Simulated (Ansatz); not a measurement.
O vacancy in monoclinic HfO2 (start: the O(2,4-fold) site; 96-site cell, 2×2×2 shifted sampling), charge +2. Computed with PBE, PAW (plane waves to 420 eV; Ansatz, a quantum-chemistry and plane-wave program).

```
Property                                               Result
--------------------------------------------  ---------------
total energy of the defect cell               -539035.0473 eV
total energy of the perfect cell              -539573.7597 eV
μ(O) in O2 molecule in a box, atoms added −1     -564.9684 eV
Δμ(O), Hf-rich                                      -5.190 eV
valence-band maximum on the cell's zero             13.691 eV
image correction with alignment                      0.189 eV
Fermi level above the maximum                         3.20 eV
```

Problem. Work out the formation energy.

Solution. E_f = E(defect) − E(perfect) − Σ n μ + q (E_VBM + E_F) + E_corr = 538.712 − (570.159) + (33.781) + (0.189) = 2.52 eV.
